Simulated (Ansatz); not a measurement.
The parent structure is HfSi₂ (space group Cmcm, No. 63; a = 3.650 Å, b = 14.351 Å, c = 3.635 Å).

All numbers come from Ansatz (a quantum-chemistry and plane-wave program), PBEsol, PAW, cutoff 420 eV, without spin-orbit coupling, earlier PAW set.

Before the change:

| Property | Result |
|---|---|
| Volume per atom | 15.87 Å³ |

Modification: a hydrostatic pressure of 15 GPa.

### Question
What happens to the volume per atom?

### Answer
The volume per atom decreases by 1.40 Å³ (15.87 Å³ → 14.47 Å³).

Load acts through the strain it causes; cell and atoms are relaxed under it. Whether these cells are dynamically stable was not tested. No other phases were tried under pressure. All final runs are without spin polarisation.
